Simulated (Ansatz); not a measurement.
Base system: TiB2 (space group P6/mmm, No. 191; a = 3.0320 Å, c = 3.2243 Å).

(Cell as relaxed with PBE.)

Levels (all Ansatz, an electronic-structure program, PAW): PBE (420 eV, no SOC); r2SCAN (500 eV, spin-orbit coupling left out).

Each level relaxes its own structure.

```
base                     PBE   r2SCAN
-------------------  -------  -------
volume per atom      8.56 Å³  8.51 Å³
lattice parameter a  3.032 Å  3.025 Å
band gap                zero     zero
```

It is then changed as follows: a hydrostatic pressure of 1.8 GPa.

```json
[
 {"quantity": "volume per atom", "PBE": "8.50 Å³", "r2SCAN": "8.45 Å³"},
 {"quantity": "band gap", "PBE": "zero", "r2SCAN": "zero"},
 {"quantity": "c/a ratio", "PBE": "1.062", "r2SCAN": "1.064"}
]
```

PBE's volume per atom lies 0.044 Å³ above r2SCAN's (0.5 %); the two agree on the band gap. Neither level is exact; r2SCAN is the comparison here, not a measurement.

Load acts through the strain it causes; cell and atoms are relaxed under it. No phonon test of stability was made. The final runs are not spin-polarised.
